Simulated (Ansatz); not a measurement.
The reference is GaAs in the zinc blende structure (space group F-43m, No. 216; a = 5.6594 Å).

Method: Kohn–Sham DFT with the PBEsol functional, run in Ansatz (an electronic-structure program) with PAW and 420 eV plane waves, spin-orbit coupling left out, earlier PAW set.

One change was made to it. Results:

| quantity | base | after |
|---|---|---|
| band gap | 0.42 eV | zero |
| lattice parameter a | 5.659 Å | 4.639 Å |

Question: Which of these changes matches the shifts?
A) As → Hg
B) Ga → Zn
C) As → C

Answer: C, As → C. For comparison, the lattice parameter a in the other runs: Ga → Zn gives 5.580 Å; As → Hg gives 6.070 Å.

No phonon test of stability was made. As relaxed here, GaC, ZnAs and GaHg are hypothetical phases, not in the database extracts checked. The final runs are not spin-polarised. An odd electron count without spin: GaC, ZnAs and GaHg.
